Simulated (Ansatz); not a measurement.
## Amorphous Si₂₄O₅₁In₂

It comes from a melt-quench run on a machine-learned potential (CHGNet), relaxed afterwards by DFT. O atoms were pushed apart under 1.9 Å during the dynamics, to hinder bonds among them. The hot cell started wider than the set density and was brought back towards it in steps. It is the lowest in DFT energy of 2 quenches. It is a model cell: composition and starting density were chosen by hand, and all elements were melted together. No dispersion term was used.

Methods: PBE, scalar-relativistic without spin-orbit coupling (Ansatz, a quantum-chemistry and plane-wave program); r2SCAN, scalar-relativistic without spin-orbit coupling (Ansatz); HSE06, scalar-relativistic without spin-orbit coupling (Ansatz). Geometry, pressure, stress and energy are those of the PBE run. Its sampling: a 2×2×2 Γ-centred mesh; Fermi-Dirac width 0.02 eV; no spin polarisation. Other functionals are single points at the zone centre (r2SCAN at 500 eV; exact exchange cut at the cell's faces), free to take moments where seeds were set. At PBE the levels at the filled edge of the gap are localised (band-tail or defect states), and the nearest spread-out levels lie 4.2 eV apart at the zone centre.

- Number of atoms in the cell = 77
- Density (held, not predicted) = 2.47 g/cm^3
- Volume per atom = 15.03 Å³
- Pressure on a 2×2×2 Γ-centred mesh = 0.62 GPa
- Largest force and stress component on that mesh (the relaxation ran on the zone centre alone) = 0.04 eV/Å and 0.7 GPa
- Level gap on a 2×2×2 Γ-centred mesh (PBE) = 3.44 eV
- Level gap at the zone centre (PBE) = 3.44 eV
- Level gap at the zone centre (r2SCAN) = 4.00 eV
- Level gap at the zone centre (HSE06) = 5.18 eV

Bonds are counted up to Si-Si 2.60 Å, Si-O 1.90 Å, Si-In 2.78 Å, O-O 1.58 Å, O-In 2.50 Å, In-In 3.12 Å. Two cations that share two anions don't count as bonded, nor two that share one unless they lie closer than Si-Si 2.38 Å, Si-In 2.71 Å, In-In 3.04 Å.

```
Quantity                                                         Result
---------------------------------  ------------------------------------
Mean coordination of Si by anions                      4.00 (24 with 4)
Mean coordination of O                       2.02 (50 with 2, 1 with 3)
Mean coordination of In by anions             3.50 (1 with 3, 1 with 4)
Mean Si-O bond                     1.634 Å (spread 0.019 Å, 96 counted)
Mean O-In bond                      2.076 Å (spread 0.173 Å, 7 counted)
```

Its density started from a set value of 2.47 g/cm³. The quench (nominally 400 K/ps over its main leg) was far faster than any real one, so the model tends to hold more defects than a real film. One small periodic cell is one sample of the glass; other quenches scatter about these values. The volume was held where the preparation left it and the shape relaxed, at a PBE pressure of 0.6 GPa. Stress components on the final sampling reach 0.7 GPa.
